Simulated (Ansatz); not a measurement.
The reference is a 9-atom supercell of HfO₂ in the fluorite structure (space group Fm-3m, No. 225) at its relaxed geometry.

```
CELL_PARAMETERS angstrom
     -2.52190     2.52190     0.00000
      0.00000    -2.52190     2.52190
      7.56570     5.04380     2.52190
ATOMIC_POSITIONS crystal
  Hf 0.00000 0.00000 0.00000
  Hf 0.00000 0.66667 0.33333
  Hf 0.00000 0.33333 0.66667
  O  0.25000 0.25000 0.25000
  O  0.25000 0.91667 0.58333
  O  0.25000 0.58333 0.91667
  O  0.75000 0.75000 0.75000
  O  0.75000 0.41667 0.08333
  O  0.75000 0.08333 0.41667
```

Method: DFT with PBEsol, PAW potentials and a 420 eV plane-wave cutoff in Ansatz (an electronic-structure program), without spin-orbit coupling.

One neutral defect a cell, atoms relaxed at fixed cell.

One change was made to it. Results:

```tsv
quantity	base	after
largest displacement of a host atom from its site in the perfect cell	–	0.23 Å
pressure	0.0 GPa	12.9 GPa
```

Question: Which of these changes matches the shifts?
A) Yb on a Hf site, symmetric start
B) O on a Hf site (antisite)
C) O interstitial (started 2.18 Å from the nearest host atom)

Answer: C, O interstitial (started 2.18 Å from the nearest host atom). For comparison, the largest displacement of a host atom from its site in the perfect cell in the other runs: O on a Hf site (antisite) gives 0.11 Å; Yb on a Hf site, symmetric start gives 0.11 Å.

The magnetic state is the one reached from the starting moments; the real material's order can differ, and small cells can't hold many antiferromagnetic ones. The state of the 4f shell was not checked for lower solutions. The cell is small, so the values are those of an ordered compound at a high defect concentration; dilute-limit values will differ. A case with no gap was solved on a k-mesh chosen for an insulator, which is coarse for it. Defects with a symmetric start kept the site's symmetry and may sit on a saddle; the others started slightly shaken. No Hubbard U is applied, and correlation can decide whether such a compound is a metal. This is not the structure that HfO2 has at room temperature and ambient pressure.
